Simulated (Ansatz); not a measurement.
Relaxation of the atoms of CrBrO (Pmmn, 6 atoms in the cell) at several settings

```xyz
6
Lattice="3.3342 0.0000 0.0000 0.0000 3.9270 0.0000 0.0000 0.0000 8.8205" Properties=species:S:1:pos:R:3 pbc="T T T"
Cr     0.0000     0.0000     5.2440
Cr     1.6671     1.9635     3.5764
Br     0.0000     1.9635     1.7139
Br     1.6671     0.0000     7.1066
O      1.6671     0.0000     4.0073
O      0.0000     1.9635     4.8132
```
Moments meant for the start (each program seeds them in its own way; μB, in the order of the atoms Cr Cr Br Br O O): 3.0 3.0 0.0 0.0 0.0 0.0.

Base: PBEsol, PAW files made with PBE (Ansatz, an electronic-structure program). Its settings: basis.ecutwfc = 420 eV; kpoints.mp_grid.grid = 5 4 2; hamiltonian.xc = pbesol; hamiltonian.pseudopotentials = {kind: paw} (the program's default PAW files); magnetization.spin_polarized = true; scf.occupations.method = gaussian; scf.occupations.width = 0.05 eV. Starting volume 19.25 Å³ per atom.

Each line gives the change from the base single point and the result:

- atoms moved at random; relax: default → atoms; relax.f_tol: default → 0.1 eV/Å: pressure -3.11 GPa; largest force (vector length) 0.009 eV/Å; relaxation steps 4; free energy against the base single point -9.1 meV/atom.
- atoms moved at random; scf.convergence.dr2_threshold: default (1e-07 eV) → 0.001 eV; relax: default → atoms; relax.f_tol: default → 0.03 eV/Å: pressure -3.13 GPa; largest force (vector length) 0.012 eV/Å; relaxation steps 4; free energy against the base single point -9.1 meV/atom.
- atoms moved at random; relax: default → atoms; relax.f_tol: default → 0.005 eV/Å: pressure -3.10 GPa; relaxation steps 5; free energy against the base single point -9.1 meV/atom.

The starting cell comes from a database of computed structures (which also holds hypothetical and non-ambient phases and stackings), without a prior relaxation at this level. Its lattice was rescaled by a random factor within 2.5 % of one. The magnetic order is the one reached from the typed start; others were not searched systematically. Ansatz's pressure includes its estimate of the finite-basis (Pulay) stress.

Keys are those of Ansatz 0.2.
